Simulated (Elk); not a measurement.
Band structure of Na3Ga (Fm-3m, 4 atoms in the cell).

```
Na3Ga
1.0
    0.00000     3.82562     3.82562
    3.82562     0.00000     3.82562
    3.82562     3.82562     0.00000
Na Ga
3 1
Direct
  0.25000   0.25000   0.25000
  0.75000   0.75000   0.75000
  0.50000   0.50000   0.50000
  0.00000   0.00000   0.00000
```

Computed with Elk with LDA (PW92), all-electron FP-LAPW, Elk's shipped species files, LAPW+lo basis.

Settings: rgkmax = 7.5; stype = 0; swidth = 0.00999582 Ha; ngridk = 5 5 5; gmaxvr = 16 1/bohr; nxoapwlo = 1; nempty = 2.75 per atom; maxscl = 100.

The starting cell comes from a database of computed structures (which also holds hypothetical and non-ambient phases and stackings), without a prior relaxation at this level. Values depend on the basis (sphere radii, cutoffs, local orbitals), which need not be converged.

Levels in eV from the Fermi level, bands 17 to 24:
```csv
point,17,18,19,20,21,22,23,24
Γ,-14.77,-6.20,0.52,1.10,1.10,1.10,3.58,3.58
X,-14.77,-5.34,-1.80,-0.15,-0.15,0.45,1.97,6.12
W,-14.77,-5.32,-1.22,-1.22,-0.91,2.58,3.20,4.16
K,-14.77,-5.34,-1.51,-1.32,0.08,1.25,3.47,4.82
L,-14.77,-5.53,-2.26,0.74,0.74,1.56,2.99,2.99
U,-14.77,-5.34,-1.51,-1.32,0.08,1.25,3.47,4.82
```

Bands cross the Fermi level along this path, so the cell is metallic at this level.
